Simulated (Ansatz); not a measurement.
For HfN (P6₃/mmc, No. 194, 4 atoms in the cell; start mp-1096994; a measured phase of this formula has another space group), PBEsol (Ansatz, a quantum-chemistry and plane-wave program, PAW) gives:

equilibrium lattice constant a: 3.127 Å
lattice parameter c: 5.391 Å
cohesive energy: 8.10 eV/atom

Question: What does r²SCAN+rVV10 in Ansatz (plane waves, PAW) give for the same quantities?

Answer: 
- lattice constant a: 3.137 Å (goes up by 0.3 %)
- lattice parameter c: 5.413 Å (grows by 0.4 %)
- cohesive energy: 7.70 eV/atom (drops by 0.40 eV/atom)

Changes are worked out from the printed values.

Unless a cell is named, each level is at its own relaxed cell (PBEsol 11.41, r²SCAN+rVV10 11.53 Å³/atom).

Levels without +SOC leave out spin–orbit coupling, which shifts energies and cells of such heavy elements.

Caveats: the relaxation could not lower the start's symmetry, so the cell can be a saddle point above a distorted one (PBEsol, r²SCAN+rVV10). Ansatz's density-functional and Hartree–Fock values are scalar-relativistic unless marked +SOC, with PAW data made under PBE.

A start named mp-… is a Materials Project structure, which need not be a measured phase.
